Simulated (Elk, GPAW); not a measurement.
An Elk input for a self-consistent single point of MnO (Fm-3m, 4 atoms in the cell) (DFT, PBE, all-electron FP-LAPW, Elk's shipped species files, APW+lo basis with extra local orbitals):

```
tasks
  0

xctype
  20

spinpol
  .true.

reducebf
  0.8

rgkmax
  7.5

gmaxvr
  14.0

nxlo
  2

lorbcnd
  .true.

rmtscf
  0.93

lmaxi
  2

nempty
  10

stype
  3

swidth
  0.000367493

scale
  1.889726125

avec
    4.3956000000    2.1978000000    2.1978000000
    2.1978000000    4.3956000000    2.1978000000
    2.1978000000    2.1978000000    4.3956000000

atoms
  2   : nspecies
  'Mn.in'   : spfname
  2   : natoms; atposl, bfcmt below
  0.0000000000  0.0000000000  0.0000000000    0.0 0.0 -2.5
  0.5000000000  0.5000000000  0.5000000000    0.0 0.0 2.5
  'O.in'   : spfname
  2   : natoms; atposl, bfcmt below
  0.2500000000  0.2500000000  0.2500000000    0.0 0.0 0.0
  0.7500000000  0.7500000000  0.7500000000    0.0 0.0 0.0

ngridk
  7 7 7
```

**Question.** Write the same calculation as an input for GPAW.

**Answer.** One input that does it (others would too):

```python
from ase import Atoms
from ase.units import GPa
from gpaw import GPAW, PW, FermiDirac

atoms = Atoms(['Mn', 'Mn', 'O', 'O'],
              cell=[[4.395600, 2.197800, 2.197800],
                    [2.197800, 4.395600, 2.197800],
                    [2.197800, 2.197800, 4.395600]],
              positions=[[0.000000, 0.000000, 0.000000],
                         [4.395600, 4.395600, 4.395600],
                         [2.197800, 2.197800, 2.197800],
                         [6.593400, 6.593400, 6.593400]],
              pbc=True)

atoms.set_initial_magnetic_moments([5.0, -5.0, 0.0, 0.0])

calc = GPAW(spinpol=True,
            mode=PW(950),
            xc='PBE',
            kpts=(7, 7, 7),
            occupations=FermiDirac(0.01),
            nbands=-4,
            convergence={'forces': 0.001, 'bands': -2},
            symmetry={'symmorphic': False, 'tolerance': 0.0005},
            maxiter=100)

atoms.calc = calc

energy = atoms.get_potential_energy()
print('Energy (eV):', round(energy, 6))
forces = atoms.get_forces()
print('Forces (eV/Ang):')
print(forces.round(5))
stress = atoms.get_stress()
print('Stress (GPa, Voigt):', (stress / GPa).round(4))
```

Basis, cutoffs, solver keys and any potentials are the target program's own. This input uses DFT PBE, plane waves, GPAW PAW datasets PBE (gpaw-data 1.0.1). Both were run: gap on the mesh 0.928 eV in Elk and 0.902 in GPAW; size of the net moment 0.00 μB/atom in Elk and 0.00 in GPAW.

On GPAW: the starting cell has typed, rounded lattice constants, without a prior relaxation at this level. Its lattice was rescaled by a random factor within 2.5 % of one. The magnetic order is the one reached from the typed start; others were not searched systematically.

On Elk: the starting cell has typed, rounded lattice constants, without a prior relaxation at this level. Its lattice was rescaled by a random factor within 2.5 % of one. The magnetic order is the one reached from the typed start; others were not searched systematically. Values depend on the basis (sphere radii, cutoffs, local orbitals), which need not be converged.
